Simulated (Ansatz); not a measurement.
PbI2 under a change: I interstitial (started 2.57 Å from the nearest host atom), symmetric start

The reference is a 9-atom supercell of PbI$_{2}$ in the CdI2 type structure (space group P-3m1, No. 164; a = 4.440 Å, c = 6.742 Å; layered) at its relaxed geometry.

It is then changed as follows: one I atom is added in an open site, starting 2.57 Å from the nearest host atom, atoms relaxed at fixed cell.

Level of theory: DFT with PBEsol-D3(BJ), PAW potentials and a 420 eV plane-wave cutoff in Ansatz (a program for electronic structure), no SOC, earlier PAW set. Settings: 5×5×5 k-points, 0.01 eV Fermi–Dirac smearing.

```json
[
 {"quantity": "pressure", "base": "0.0 GPa", "changed": "3.3 GPa", "shift": "+3.3 GPa"},
 {"quantity": "largest displacement of a host atom from its site in the perfect cell", "base": "–", "changed": "0.72 Å", "shift": "–"},
 {"quantity": "final site of the added atom", "base": "–", "changed": "3 Pb at 3.17 Å and 4 I at 3.19–3.28 Å", "shift": "–"}
]
```

The magnetic state is the one reached from the starting moments; the real material's order can differ, and small cells can't hold many antiferromagnetic ones. The cell is small, so the values are those of an ordered compound at a high defect concentration; dilute-limit values will differ. A case with no gap was solved on a k-mesh chosen for an insulator, which is coarse for it. The defect started on the symmetric site and kept its symmetry, so it may sit on a saddle. Seeded moments were not kept for I interstitial (started 2.57 Å from the nearest host atom). The defect cell is spin-polarised and ends with 0.0 μB.
